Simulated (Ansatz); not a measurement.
The reference is Ag in the fcc (Cu type) structure (space group Fm-3m, No. 225; a = 4.054 Å).

The change: cell and atoms relaxed at a pressure of 9 GPa.

Levels (all Ansatz, an electronic-structure program, PAW): PBEsol (420 eV, spin-orbit coupling left out); r2SCAN (500 eV, without spin-orbit coupling).

The geometry is relaxed with PBEsol.

| Quantity | Value |
|---|---|
| PBEsol pressure | 9.0 GPa |

How does going to r2SCAN change the pressure?

The pressure increases by 4.8 GPa to 13.8 GPa.

Single points use the geometry relaxed with PBEsol. Their cutoffs differ, which shifts pressures a little. Load acts through the strain it causes; cell and atoms are relaxed under it. Stability against distortions was not tested. Competing high-pressure phases were not computed.
